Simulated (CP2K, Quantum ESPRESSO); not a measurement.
A Quantum ESPRESSO input for a self-consistent single point of TlCl (Fm-3m, 2 atoms in the cell) (DFT, LDA (PZ), plane waves, GBRV 1.5 ultrasoft (LDA) pseudopotentials):

```fortran
&control
    calculation = 'scf',
    prefix = 'TlCl',
    outdir = './work',
    pseudo_dir = './',
    tprnfor = .true.,
    tstress = .true.,
/
&system
    ibrav = 0,
    celldm(1) = 8.6041711187,
    nat = 2,
    ntyp = 2,
    ecutwfc = 40,
    ecutrho = 200,
    occupations = 'smearing',
    smearing = 'fermi-dirac',
    degauss = 0.000734986,
/
&electrons
    conv_thr = 1.0d-10,
    mixing_beta = 0.3,
/
ATOMIC_SPECIES
Tl   204.3800  tl_lda_v1.2.uspp.F.UPF
Cl    35.4500  cl_lda_v1.4.uspp.F.UPF
CELL_PARAMETERS alat
   0.0000000000     0.7071067812     0.7071067812
   0.7071067812     0.0000000000     0.7071067812
   0.7071067812     0.7071067812     0.0000000000
ATOMIC_POSITIONS angstrom
Tl    0.0000000000    0.0000000000    0.0000000000
Cl    3.2195500000    3.2195500000    3.2195500000
K_POINTS automatic
5 5 5  0 0 0
```

Task: Translate this input to CP2K.

Result: One input that does it (others would too):

```
&GLOBAL
  PROJECT bulk
  RUN_TYPE ENERGY_FORCE
  PRINT_LEVEL LOW
&END GLOBAL
&FORCE_EVAL
  METHOD Quickstep
  STRESS_TENSOR ANALYTICAL
  &DFT
    BASIS_SET_FILE_NAME BASIS_MOLOPT
    POTENTIAL_FILE_NAME GTH_POTENTIALS
    &QS
      METHOD GPW
      EPS_DEFAULT 1E-10
    &END QS
    &MGRID
      CUTOFF 500
      REL_CUTOFF 60
      NGRIDS 5
    &END MGRID
    &SCF
      SCF_GUESS ATOMIC
      EPS_SCF 1E-6
      MAX_SCF 100
      ADDED_MOS 5
      &DIAGONALIZATION
        ALGORITHM STANDARD
      &END DIAGONALIZATION
      &MIXING
        METHOD BROYDEN_MIXING
        ALPHA 0.3
        NBUFFER 12
      &END MIXING
      &SMEAR ON
        METHOD FERMI_DIRAC
        ELECTRONIC_TEMPERATURE [K] 116.05
      &END SMEAR
    &END SCF
    &KPOINTS
      SCHEME MONKHORST-PACK 5 5 5
    &END KPOINTS
    &XC
      &XC_FUNCTIONAL PADE
      &END XC_FUNCTIONAL
    &END XC
    &PRINT
      &MO
        EIGENVALUES T
        OCCUPATION_NUMBERS T
        NDIGITS 8
        FILENAME mo
        &EACH
          QS_SCF 0
        &END EACH
        ADD_LAST NUMERIC
      &END MO
      &MULLIKEN OFF
      &END MULLIKEN
    &END PRINT
  &END DFT
  &SUBSYS
    &CELL
      ABC 4.55313100 4.55313115 4.55313142
      ALPHA_BETA_GAMMA 59.99999366 59.99999580 59.99999384
      PERIODIC XYZ
    &END CELL
    &COORD
      Tl       0.00000000     0.00000000     0.00000000
      Cl       4.55313150     2.62875150     1.85880800
    &END COORD
    &KIND Tl
      BASIS_SET DZVP-MOLOPT-SR-GTH-q13
      POTENTIAL GTH-PADE-q13
    &END KIND
    &KIND Cl
      BASIS_SET DZVP-MOLOPT-SR-GTH-q7
      POTENTIAL GTH-PADE-q7
    &END KIND
  &END SUBSYS
  &PRINT
    &FORCES ON
    &END FORCES
    &STRESS_TENSOR ON
    &END STRESS_TENSOR
  &END PRINT
&END FORCE_EVAL
```

Basis settings and potentials, where a program has them, do not carry over. This input uses DFT LDA (Pade form), GPW, DZVP-MOLOPT-SR-GTH basis, GTH-PADE potentials (GTH_POTENTIALS). LDA parametrisations can differ slightly between programs. Both were run: pressure -3.28 GPa in Quantum ESPRESSO and -2.27 in CP2K; gap on the mesh 2.751 eV in Quantum ESPRESSO and 2.732 in CP2K.

On Quantum ESPRESSO: the starting cell comes from a database of computed structures (which also holds hypothetical and non-ambient phases and stackings), without a prior relaxation at this level. Spin-orbit coupling is off. With a pressure of about -3 GPa the cell is away from its equilibrium volume at this level.

On CP2K: the starting cell comes from a database of computed structures (which also holds hypothetical and non-ambient phases and stackings), without a prior relaxation at this level. Spin-orbit coupling is off. Values carry the incompleteness of an atom-centred basis.
